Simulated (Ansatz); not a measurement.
# A computed series for BN: response to strain

The parent structure is BN in the zinc blende structure (space group F-43m, No. 216; a = 3.6241 Å).

Strains are applied to the cell and any free atomic positions relax.

Calculations: PBE (Ansatz, an electronic-structure program), no spin-orbit coupling, earlier PAW set.

Notes on the quantities. energy relative to the base: free energy F.

```tsv
isotropic strain (%)	energy relative to the base (meV/atom)
-5.31	202.1
-2.65	46.8
-1.87	22.8
-1.26	?
0	0.0
```

### Question
Fit ΔE = Aε² + Bε³ (ε in %) to the rows shown and predict the withheld row.

### Answer
Least squares on the printed values gives A = 6.16 and B = -0.19 meV/atom (largest residual 0.0 meV/atom); this predicts 10.2 meV/atom, and the run gives 10.2 meV/atom, in agreement.

No phonon test of stability was made.
